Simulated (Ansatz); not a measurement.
## SiO2, response to strain

The parent structure is SiO2 in the rutile structure (space group P4_2/mnm, No. 136).

```xyz
6
Lattice="4.1549 0.0000 0.0000 0.0000 4.1549 0.0000 0.0000 0.0000 2.6615" Properties=species:S:1:pos:R:3 pbc="T T T"
Si     0.0000     0.0000     0.0000
Si     2.0774     2.0774     1.3307
O      1.2697     1.2697     0.0000
O      3.3471     0.8078     1.3307
O      0.8078     3.3471     1.3307
O      2.8852     2.8852     0.0000
```

Cartesian axes are those of the cell as printed.

Strains are applied to the cell and any free atomic positions relax.

Method: DFT with LDA, PAW potentials and a 420 eV plane-wave cutoff in Ansatz (an electronic-structure program), without spin-orbit coupling.

```tsv
uniaxial strain ε_zz (%)	band gap (eV)
0	5.81
0.6	5.68
1.2	5.55
1.8	?
2.4	5.29
3	5.17
```

Task: Fit E_g = E₀ + Dε (ε in %) to the rows shown and predict the withheld row.

Result: Least squares on the printed values gives E₀ = 5.81 eV, D = -214 meV per % of strain (largest residual 0.00 eV); this predicts 5.42 eV, and the run gives 5.42 eV, in agreement.

Stability against distortions was not tested.
